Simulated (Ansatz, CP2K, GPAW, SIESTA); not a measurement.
Code comparison for As₂Ru (Pnnm, 6 atoms in the cell)

Band-structure calculation.

```
CELL_PARAMETERS angstrom
      5.43556     0.00000     0.00000
      0.00000     6.20595     0.00000
      0.00000     0.00000     3.00115
ATOMIC_POSITIONS crystal
  As 0.32922 0.86635 0.50000
  As 0.67078 0.13365 0.50000
  As 0.82922 0.63365 0.00000
  As 0.17078 0.36635 0.00000
  Ru 0.50000 0.50000 0.50000
  Ru 0.00000 0.00000 0.00000
```

Shared settings, as Ansatz (a first-principles code) writes them: kpoints.mp_grid.grid = 3 3 6; scf.occupations.method = fermi_dirac; scf.occupations.width = 0.01 eV. Potentials and cutoffs stand in the table.

```
code                                                                                                                       model  gap along the path (eV)  smallest direct gap (eV)       cutoff
------  ------------------------------------------------------------------------------------------------------------------------  -----------------------  ------------------------  -----------
Ansatz                                                                                       LDA (PW92), PAW files made with PBE                     0.46                      1.02       420 eV
SIESTA  LDA PW92, numerical atomic orbitals DZP, PseudoDojo LDA standard norm-conserving potentials (rewritten from UPF to PSML)                     0.44                      0.97  grid 300 Ry
CP2K                                        LDA (Pade form), GPW, DZVP-MOLOPT-SR-GTH basis, GTH-PADE potentials (GTH_POTENTIALS)                     0.51                      1.03  grid 500 Ry
GPAW                                                               LDA (Perdew-Wang 92), GPAW PAW datasets LDA (gpaw-data 1.0.1)                     0.48                      1.02       600 eV
```

The spread over the programs that give each value: gap along the path within 0.07 eV; smallest direct gap within 0.06 eV.

SIESTA and CP2K use small atom-centred bases, whose incompleteness enters pressures, forces and empty levels differently from a plane-wave cutoff.

The starting cell comes from a database of computed structures (which also holds hypothetical and non-ambient phases and stackings), without a prior relaxation at this level.

Left out of this page: Quantum ESPRESSO and FLEUR (not drawn, or without a comparable value).

Keys are those of Ansatz 0.2.
